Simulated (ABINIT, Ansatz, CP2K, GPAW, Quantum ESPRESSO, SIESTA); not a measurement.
# ZrZn (Pm-3m, 2 atoms in the cell) computed with different codes at matched settings

Self-consistent single point.

```
ZrZn
1.0
    3.26049     0.00000     0.00000
    0.00000     3.26049     0.00000
    0.00000     0.00000     3.26049
Zr Zn
1 1
Cartesian
  1.63024   1.63024   1.63024
  0.00000   0.00000   0.00000
```

All programs got the same cell, k-point mesh and kind of occupations (in Ansatz's words: kpoints.mp_grid.grid = 7 7 7; scf.occupations.method = fermi_dirac; scf.occupations.width = 0.0073 Ry); potentials, basis and cutoffs are each program's usual ones.

```
code                                                                                                                                      model  pressure (GPa)  k-points       cutoff
----------------  -----------------------------------------------------------------------------------------------------------------------------  --------------  --------  -----------
ABINIT                                                                                       PBEsol, PAW (JTH v2.0 PBE PAW, files made for PBE)            3.52        20        30 Ha
CP2K                                                                 PBEsol, GPW, DZVP-MOLOPT-SR-GTH basis, GTH-PBE potentials (GTH_POTENTIALS)            4.23       172  grid 600 Ry
GPAW                                                                                      PBEsol, GPAW PAW datasets PBEsol (made by gpaw-setup)            3.38        20       850 eV
Ansatz                                                                                                          PBEsol, PAW files made with PBE            3.59        20      default
Quantum ESPRESSO                                                          PBEsol, PseudoDojo standard norm-conserving (PBESOL) pseudopotentials            3.59        20        85 Ry
SIESTA            GGA PBEsol, numerical atomic orbitals DZP, PseudoDojo PBEsol standard norm-conserving potentials (rewritten from UPF to PSML)           -0.42       172  grid 400 Ry
```

The spread over the programs that give each value: pressure within 4.65 GPa.

The starting cell comes from a database of computed structures (which also holds hypothetical and non-ambient phases and stackings), without a prior relaxation at this level. Its lattice was rescaled by a random factor within 2.5 % of one. On Ansatz's run: In the base run, with a pressure of about 4 GPa the cell is away from its equilibrium volume at this level.

### Question
Why do the programs differ, and what cannot be compared?

### Answer
Differences of this kind can come from the potentials, where these differ, and from what each basis and cutoff leave unconverged. The valence holds different numbers of electrons (ABINIT 24, CP2K 24, GPAW 24, Ansatz (an electronic-structure program) 24, Quantum ESPRESSO 32, SIESTA 32). The zero of total energies and Fermi levels follows the potentials and each program's conventions, so they are not compared here. CP2K and SIESTA use small atom-centred bases, whose incompleteness enters pressures, forces and empty levels differently from a plane-wave cutoff. Ansatz's pressure is given at a fixed set of plane waves, as the other plane-wave codes print theirs; with its correction for the finite basis it is 3.63 GPa. Ansatz's smearing width was typed in Ry to four decimals, so it matches the others to a few per cent. The programs reduce the same mesh by symmetry to different extents, which changes the work and not the result. In the pressure, SIESTA (by 3.97) lies more than 1 GPa from the median of the plane-wave programs.

Left out of this page: Elk and FLEUR (not drawn, or without a comparable value).

Keys are those of Ansatz 0.2.
